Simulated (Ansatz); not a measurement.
Take Hf in the hcp (Mg type) structure (space group P6_3/mmc, No. 194; relaxed with 0.1 eV smearing) as the base.

```
CELL_PARAMETERS angstrom
      3.19829     0.00000     0.00000
     -1.59915     2.76980     0.00000
      0.00000     0.00000     5.04882
ATOMIC_POSITIONS crystal
  Hf 0.66667 0.33333 0.75000
  Hf 0.33333 0.66667 0.25000
```

Cartesian axes are those of the cell as printed.

Level of theory: r2SCAN in Ansatz (plane waves to 500 eV, PAW, scalar-relativistic without spin-orbit coupling).

For the base:

- Pressure: 0.0 GPa

Modification: the cell is stretched by 2.00 % along z with no lateral relaxation; the atoms relax in the strained cell.

Problem. What happens to the pressure and energy relative to the base?

Solution. The pressure (mean of the normal stresses, compression positive) goes from zero to -2.1 GPa; the energy grows by 5.5 meV/atom.

No phonon test of stability was made. All final runs are without spin polarisation.

Ansatz is a program for electronic structure.
